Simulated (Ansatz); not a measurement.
Consider Al3V (space group I4/mmm, No. 139; a = 3.739 Å, c = 8.247 Å; a cell from a computed database, its experimental status unchecked; relaxed with 0.1 eV smearing). Axes: x, y, z lie along a, b, c of the conventional cell.

Level of theory: Ansatz (a program for electronic structure), PBEsol, PAW, cutoff 420 eV, no spin-orbit coupling.

Modification: the cell is stretched by 3.10 % along x with no lateral relaxation; the atoms relax in the strained cell.

### Question
Predict the stress tensor and what it implies for the stiffness.

### Answer
Stress of the strained cell less that of the base (GPa, compression positive):
```
   -6.8     0.0     0.0
    0.0    -2.8     0.0
    0.0     0.0    -1.3
```

Then −Δσ_ii/ε with ε = 0.0310 gives secant stiffness values (nonlinear terms included at this strain): C11 ≈ 219 GPa, C12 ≈ 90 GPa and C13 ≈ 42 GPa.

As a check, the harmonic strain energy −½ V₀ Δσ:ε is 9.5 meV/atom; the computed energy rise is 9.7 meV/atom.

Stability against distortions was not tested. All final runs are without spin polarisation.
